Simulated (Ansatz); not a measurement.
## What uniaxial stress, 0.5 GPa tension along z does to CdSe

The parent structure is CdSe in the zinc blende structure (space group F-43m, No. 216; a = 6.133 Å). Axes: x, y, z lie along the cube axes.

Now apply this change: uniaxial stress, 0.5 GPa tension along z, with the cell and atoms free to relax against it.

Computed with Kohn–Sham DFT with the r2SCAN functional, run in Ansatz (a quantum-chemistry and plane-wave program) with PAW and 500 eV plane waves, no spin-orbit coupling, earlier PAW set. Settings: 9×9×9 k-points, 0.05 eV Fermi–Dirac smearing.

```csv
quantity,base,changed,shift
volume per atom,28.84 Å³,28.93 Å³,+0.09 Å³
shortest interatomic distance,2.656 Å,2.659 Å,+0.003 Å
energy relative to the base (free energy F),0 meV/atom,+0.8 meV/atom,+0.8 meV/atom
band gap,1.03 eV,1.00 eV,-0.038 eV
gap character,direct at Γ,direct at Γ,–
electron mass,0.093 mₑ (at Γ),0.092 mₑ (at Γ),–
"valence-band top at Γ (three highest levels, from the VBM)","0.00, 0.00, 0.00 eV","0.00, 0.00, -0.09 eV",–
"strain response (xx, yy, zz)",–,"(−0.79, −0.79, +1.92) %",–
```

Final structure:

```
CdSe
1.0
    0.00000     3.04239     3.12549
    3.04239     0.00000     3.12549
    3.04239     3.04239     0.00000
Se Cd
1 1
Direct
  0.75000   0.75000   0.75000
  0.00000   0.00000   0.00000
```

Masses are band curvatures over ±0.01 Å⁻¹ around the edge. Beyond what the load breaks, stability against distortions was not tested. Labels are those of the standard path for the cell's own space group.
